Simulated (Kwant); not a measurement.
Device: wire with an abrupt hard-wall neck in a InAs two-dimensional gas. Effective mass 0.023 mₑ, grid spacing 10 nm, hard walls, nominal width 300 nm (29 grid rows, so walls 300 nm apart), one parabolic valley, scattering region 900 nm long along x; energies count from the band bottom; Fermi energy swept from 9.0829e-05 to 0.0143 eV. Central neck 88 nm wide and 120 nm long.

The device is made up for the run: typed textbook-type constants, with dimensions and the other settings drawn at random.

Computed with Kwant: effective-mass tight-binding model on a square grid, one spin, coherent transport at 0 K. Conductance is in e²/h.

Density of the scattering states that come in from the left lead, at energy = 0.0072984 eV, in bins, relative to the largest site value (x marks bins outside the device):

```
|.:=-:-:.-++:.::-=+=.xxxxx                   |
|-=%*=#+-*@@=-++##@@:xxxxx    .....    ..:.. |
|--*=:+=:+**--+=*+*@:xxxxx     .....  ...... |
|::-=:-::-:=-:=:+=:*:xxxxx         ......   .|
|:-+@*---=+%*:+-**+#:xxxxx          ....   ..|
|:=+@*-*-+#@*.+++*#%:xxxxx  ....          ...|
|---#=-#-=*#+.+=--*#:xxxxx  ....           ..|
|--=*-:*:-+-=::-=--=:.:-:....                |
|--%%*-=-=*+*=.=##---=#%*=::.    ......      |
|--@%*=-==***=:+##=--+#%#+-:..    .....      |
|-:#-=--+.=*-:=+:-=-::---::...               |
|-:%==--+:=*=:=+-==-:-===-:...               |
|--@%*=-==***=:+##=--+#%#+-:..    .....      |
|--%%*-=-=*+*=.=##---=#%*=::.    ......      |
|--=*-:*:-+-=::-=--=:.:-:....                |
|---#=-#-=*#+.+=--*#:xxxxx  ....           ..|
|:=+@*-*-+#@*.+++*#%:xxxxx  ....          ...|
|:-+@*---=+%*:+-**+#:xxxxx          ....   ..|
|::-=:-::-:=-:=:+=:*:xxxxx         ......   .|
|--*=:+=:+**--+=*+*@:xxxxx     .....  ...... |
|-=%*=#+-*@@=-++##@@:xxxxx    .....    ..:.. |
|.:=-:-:.-++:.::-=+=.xxxxx                   |
```
Scale: ten equal steps from 0.001 (start of ' ') to 0.889 (end of '@'), in the order ' .:-=+*#%@'; x runs from -430 to 430, y from -134 (bottom) to 134 (top).

The conductance there is 1.99 e²/h with 6 open channel(s) in the leads.
